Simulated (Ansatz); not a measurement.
Ansatz (a quantum-chemistry and plane-wave program) run on a (001) slab of TiTe2 (cut from a parent of space group no. 164; 6 atoms in the cell): self-consistent single point.

Method of the run: LDA (PW92), default PAW files made with PBE (plane waves; Ansatz).

```
CELL_PARAMETERS angstrom
      3.83568     0.00000     0.00000
     -1.91784     3.32180     0.00000
      0.00000     0.00000    24.10991
ATOMIC_POSITIONS crystal
  Ti 0.00000 0.00000 0.36025
  Te 0.66667 0.33333 0.29034
  Te 0.33333 0.66667 0.43018
  Ti 0.00000 0.00000 0.63974
  Te 0.66667 0.33333 0.56982
  Te 0.33333 0.66667 0.70966
```

Reference input (self-consistent single point, DFT, LDA (PW92), plane waves, default PAW files made with PBE): basis.ecutwfc = 420 eV; kpoints.mp_grid.grid = 9 9 1; hamiltonian.xc = lda; hamiltonian.pseudopotentials = {kind: paw} (the program's default PAW files); scf.occupations.method = fermi_dirac; scf.occupations.width = 0.1 eV. This run's input differs from it in these lines:

Ansatz 0.2 input:
```diff
@@ -14,3 +14,3 @@
 basis:
-  ecutwfc: 420.0 eV
+  ecutwfc: 250.0 eV
 kpoints:
```

Output, abridged:

```
SCF iter   1: F=—  HF=-32208.129992 eV  |F-HF|=—  |Δ(HF+E_count)|=         —  Δρ=1.77e-2  dr2=8.29e-1  ethr=1.77e-3  ⟨swp⟩=6.9  Hψ=2644  notcnv=0
all-band conjugate gradients solve this SCF's bands
preconditioner: auto → LDOS
SCF iter   2: F=—  HF=-32208.205684 eV  |F-HF|=—  |Δ(HF+E_count)|=   7.57e-2  Δρ=2.73e-2  dr2=4.18e0  ethr=9.42e-4  ⟨swp⟩=3.1  Hψ=1449  notcnv=0  recentre
   [... lines left out ...]
SCF iter   6: F=—  HF=-32207.817376 eV  |F-HF|=—  |Δ(HF+E_count)|=   1.93e-4  Δρ=1.99e-4  dr2=2.38e-4  ethr=2.90e-6  ⟨swp⟩=1.8  Hψ=674  notcnv=0
SCF iter   7: F=—  HF=-32207.817360 eV  |F-HF|=—  |Δ(HF+E_count)|=   1.52e-5  Δρ=5.57e-5  dr2=1.87e-5  ethr=2.70e-7  ⟨swp⟩=2.1  Hψ=794  notcnv=0
SCF iter   8: F=—  HF=-32207.817367 eV  |F-HF|=—  |Δ(HF+E_count)|=   6.82e-6  Δρ=1.38e-5  dr2=1.23e-6  ethr=2.13e-8  ⟨swp⟩=2.0  Hψ=795  notcnv=0
SCF iter   9: F=-32207.817367 eV  HF=-32207.817367 eV  |F-HF|=2.58e-8  |Δ(HF+E_count)|=   1.25e-7  Δρ=2.69e-6  dr2=2.92e-8  ethr=1.14e-10  ⟨swp⟩=4.5  Hψ=2376  notcnv=0
SCF 1 converged in 9 iterations: F = -32207.817367 eV  dr2 = 2.92e-8
Free energy (F): -32207.817367 eV
Internal energy: -32207.724494 eV  (E = F + TS)
E sigma→0 (E₀):  -32207.770931 eV
Entropy (-TS):   -0.092873 eV (-15.479 meV/atom)
Fermi energy:    2.621143 eV
--- Forces (eV/Å), atoms counted from 1 ---
  atom   1  Ti     0.00000000    -0.00000000     0.08217607
  atom   2  Te    -0.00000000     0.00000000     0.19291398
  atom   3  Te     0.00000000    -0.00000000    -0.10685865
  atom   4  Ti    -0.00000000     0.00000000    -0.08217607
  atom   5  Te    -0.00000000     0.00000000     0.10685865
  atom   6  Te     0.00000000    -0.00000000    -0.19291398
--- Stress (GPa, compression-positive) ---
       -2.809737       0.000000       0.000000
       -0.000000      -2.809737      -0.000000
       -0.000000      -0.000000      -1.176021
  P = ⅓ Tr σ = -2.2652 GPa (-22.652 kbar)
  The stress holds the Pulay correction. Without it, at fixed plane waves, as pw.x and ABINIT print it: P = -22.7423 GPa
```

The run converged in 9 iterations. Against the reference run the free energy rises by 901 meV/atom and the largest force goes from 0.354 to 0.193 eV/Å.

The starting cell comes from a database of computed structures (which also holds hypothetical and non-ambient phases and stackings), without a prior relaxation at this level. The slab is cut from that crystal, and its faces are unrelaxed. Its lattice was rescaled by up to half a per cent. Spin-orbit coupling is off. Spin polarisation is off, so a magnetic state, if there is one, cannot be reached. The cutoff lies below the one recommended for these files.
